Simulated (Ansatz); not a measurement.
## LaTiO2N (I2₁2₁2₁, No. 24, 10 atoms in the cell; start mp-1222738)

Calculation: PBEsol+SOC (plane waves, PAW; Ansatz, an electronic-structure program).

Run with plane-wave cutoff 520 eV, 8×8×8 k mesh, Fermi–Dirac smearing 0.01 eV, PAW data made under PBE.

Cell (relaxed with PBEsol):

```cif
data_La4N4O8Ti4
_chemical_formula_sum 'La4 Ti4 N4 O8'
_space_group_name_H-M_alt 'I212121'
_space_group_IT_number 24
_space_group_name_Hall 'I 2b 2c'
_cell_length_a 5.57589
_cell_length_b 5.60214
_cell_length_c 7.72070
_cell_angle_alpha 90.000
_cell_angle_beta 90.000
_cell_angle_gamma 90.000
loop_
_atom_site_label
_atom_site_type_symbol
_atom_site_symmetry_multiplicity
_atom_site_Wyckoff_symbol
_atom_site_fract_x
_atom_site_fract_y
_atom_site_fract_z
_atom_site_occupancy
La1 La 4 b 0.25000 0.50772 0.00000 1
Ti1 Ti 4 a 0.26883 0.00000 0.25000 1
N1 N 4 c 0.00000 0.25000 0.71375 1
O1 O 4 b 0.25000 0.07568 0.00000 1
O2 O 4 c 0.00000 0.25000 0.29642 1
```
(The calculation used a cell of 10 atoms; values per cell refer to that cell.)

```yaml
band_gap: 1.29 eV (on the SCF k mesh)
direct gap at Γ: 1.39 eV
```

Computed values are for the static lattice.

The result took very roughly 15 core-minutes.

A start named mp-… is a Materials Project structure, which need not be a measured phase.
